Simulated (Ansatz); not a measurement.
Take CdSe in the wurtzite structure (space group P6_3mc, No. 186) as the base.

```
CdSe
1.0
    4.30194     0.00000     0.00000
   -2.15097     3.72559     0.00000
    0.00000     0.00000     7.02103
Cd Se
2 2
Cartesian
  0.00000   2.48373   0.00094
  2.15097   1.24186   3.51145
  0.00000   2.48373   2.63897
  2.15097   1.24186   6.14949
```

The values are results of PBEsol (Ansatz, a program for electronic structure), spin-orbit coupling left out, not measurements.

For the base:

The band gap is 0.54 eV. The c/a ratio is 1.632 and the lattice parameter a comes out as 430.2 pm.

The change: a hydrostatic pressure of 30 GPa.

**Question.** Predict the new band gap.

**Answer.** The band gap becomes zero (base: 0.54 eV).

**Question.** Predict the new c/a ratio.

**Answer.** The c/a ratio goes up by 0.325 (1.632 → 1.957).

**Question.** What happens to the lattice parameter a?

**Answer.** The lattice parameter a drops by 66.3 pm to 363.9 pm.

Load acts through the strain it causes; cell and atoms are relaxed under it. No phonon test of stability was made. The final runs are not spin-polarised. Measured, CdSe leaves this structure (for rock salt) near 2.72 GPa (temperature not stated; as listed in Datta, Sujoy, Jana, Debnarayan, arXiv (2020)), on rising pressure, with hysteresis. Gaps under 0.05 eV, about the width of the smearing, are given as zero. The zero or small gap of CdSe under pressure 30 GPa can change with the level of theory.
